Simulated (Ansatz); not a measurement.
**A computed series for hypothetical diamond Cu: response to strain**

Start from Cu in the diamond structure (space group Fd-3m, No. 227; a hypothetical phase, not in the database extracts checked; relaxed with 0.1 eV smearing).

```
Cu
1.0
    0.00000     2.61576     2.61576
    2.61576     0.00000     2.61576
    2.61576     2.61576     0.00000
Cu
2
Direct
  0.25000   0.25000   0.25000
  0.00000   0.00000   0.00000
```

Cartesian axes are those of the cell as printed.

Strains are applied to the cell and any free atomic positions relax; under biaxial strain the out-of-plane vector relaxes too.

Method: PBEsol/PAW in Ansatz (an electronic-structure program), no spin-orbit coupling.

Notes on the quantities. pressure: mean of the normal stresses, compression positive; energy relative to the base: free energy F.

```tsv
change	pressure	energy relative to the base	shortest interatomic distance	space group
base	0.0 GPa	0 meV/atom	2.265 Å	Fd-3m (No. 227)
biaxial strain −3.51 %, plane normal [110], relaxed out of plane	-4.1 GPa	-30 meV/atom	2.304 Å	Imma (No. 74)
uniaxial strain ε_yy = +4.15 %	-2.6 GPa	+4.7 meV/atom	2.297 Å	I4_1/amd (No. 141)
uniaxial strain ε_zz = −2.84 %	2.1 GPa	+2.3 meV/atom	2.244 Å	I4_1/amd (No. 141)
tensor shear ε_yz = −1.08 %	0.0 GPa	-0.9 meV/atom	2.264 Å	Imma (No. 74)
tensor shear ε_xz = −0.94 %	0.0 GPa	-0.7 meV/atom	2.264 Å	Imma (No. 74)
```

Whether these cells are dynamically stable was not tested. All final runs are without spin polarisation. Under biaxial strain −3.51 %, plane normal [110], relaxed out of plane, tensor shear ε_yz = −1.08 % and tensor shear ε_xz = −0.94 % the cell ends below the base's energy or with stress of the wrong sign: the atoms slid into a distortion or the cell is elastically unstable, so the base is not a stable minimum at this level.
